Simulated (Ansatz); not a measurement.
## rock-salt ZrN: the defect Ti on the Zr site

Calculation: PBE, PAW (plane waves to 420 eV; Ansatz, an electronic-structure program). Set-up: 64-site cell; 4×4×4 shifted k-points; start: the Zr site; no Hubbard U; finite-size errors of tenths of an eV; the relaxation kept the symmetry of the starting site.

Neighbours after relaxation, in Å: of the Ti atom: N 2.25, N 2.25, N 2.25, N 2.25, N 2.25, N 2.25.

Formation energies E_f are those of the neutral cell. Chemical conditions: N-rich (Δμ(Zr) = -3.46 eV, Δμ(Ti) = -3.43 eV, bounded by rock-salt TiN; only phases computed here count, gases as isolated molecules at 0 K). Reference phases: Ti: hcp Ti, Zr: hcp Zr.

```tsv
charge	moment (μB)	point group	largest move off a lattice site (Å)	E_f, N-rich (eV)
0	not spin-polarised	Oh	0.04	0.41
```

Point groups are those of the whole cell at tolerances of 0.03 and 0.1 Å ("near" where only the looser one holds); none is given for unsettled states.

All states together cost about 2.8 core-minutes (a rough figure).
